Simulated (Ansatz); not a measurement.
Consider AlN in the zinc blende structure (space group F-43m, No. 216; a = 4.403 Å).

Level of theory: PBE (Ansatz, an electronic-structure program), no spin-orbit coupling.

For the base:

| Property | Result |
|---|---|
| Pressure | 0.00 GPa |
| Smallest direct gap | 3.98 eV |

The change: an isotropic linear strain of +2.50 %; the atoms relax in the strained cell.

**Question.** Predict the new pressure.

**Answer.** The pressure goes from zero to -12.33 GPa.

**Question.** Predict the new smallest direct gap.

**Answer.** The smallest direct gap falls by 0.63 eV, from 3.98 eV to 3.35 eV.

**Question.** How does this affect the energy relative to the base?

**Answer.** The energy increases by 34 meV/atom.

Gaps are read on the SCF mesh and a high-symmetry path. Whether these cells are dynamically stable was not tested. This is not the structure that AlN has at room temperature and ambient pressure.
